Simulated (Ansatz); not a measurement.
# BeSe: energy against volume

BeSe (zinc blende, F-43m, 17.349 Å³/atom and stress up to 0.01 GPa in the relaxed cell, cube axes along x, y and z) under an equal strain ε along all three axes. PBE in Ansatz, a plane-wave DFT program (PAW, default set), 420 eV, 11×11×11 Γ-centred mesh, Fermi-Dirac smearing 0.05 eV; ions are relaxed, or left where forces stay under 0.02 eV/Å, within the symmetry of each cell.

Here V stands for volume and E for E less E0.

```
volume (Å³/atom)  E less E0 (meV/atom)  pressure (GPa)
----------------  --------------------  --------------
15.8344                              ?               ?
16.3292                          15.58            5.13
16.5804                           8.65            3.73
16.8342                           3.80            2.41
17.0905                           0.94            1.17
17.3495                           0.00            0.01
17.6110                           0.89           -1.08
17.8752                           3.53           -2.11
18.1419                           7.85           -3.07
18.4114                          13.78           -3.97
```

Question: Using the third-order Birch-Murnaghan form, a cubic in V^(-2/3), estimate the missing E at V = 15.8344 from the other rows, showing the fit.

Answer: With u = V^(-2/3) - 0.149, the rows have u = 0.006366, 0.004793, 0.003243, 0.001717, 0.000214, -0.001267, -0.002726, -0.004163, -0.005580. Least squares gives E = 0.017 - 166.3·u + 411262·u² - 174241·u³. Residuals (row less fit): 0.000, 0.001, 0.003, -0.003, 0.000, 0.002, 0.000, 0.001, 0.000; standard error 0.002 (degrees of freedom: 5). Its minimum lies at u = 0.000202, so V0 = (0.149202)^(-3/2) = 17.35. There d²E/du² = 822300 and d³E/du³ = -1045000, so B0 = (4/9) × 17.35^(-7/3) × 822300 × 0.160218 = 75.1 GPa (the last factor turns the table's units into GPa), and B0' = 4 + (2/3) × 0.149202 × (-1045000)/822300 = 3.9. B0' rests on the cubic coefficient alone and has a standard error of 0.1 from these residuals. At the withheld row, u = 0.009586, so E = 0.017 - 166.3 × 0.009586 + 411262 × 0.009586² - 174241 × 0.009586³ = 36.061 meV/atom. The calculation gives 36.08 meV/atom, 0.019 meV/atom above the prediction (0.1 % of the range of E in the table). The row lies outside the fitted rows, so this is an extrapolation. The scatter of the fitted rows lies at the last printed digit.

Other structures, which can take over under pressure, weren't tried. The same form fitted to the pressure column gives B0' = 3.9; series where the two differ by over 0.4 aren't shown. Rows are the converged runs of the series near zero and its far end, less any whose ions stayed unrelaxed beside relaxed ones; series whose fitted rows scatter by over a few per cent of the range, as at a crossing or softening among them, aren't shown in this form.
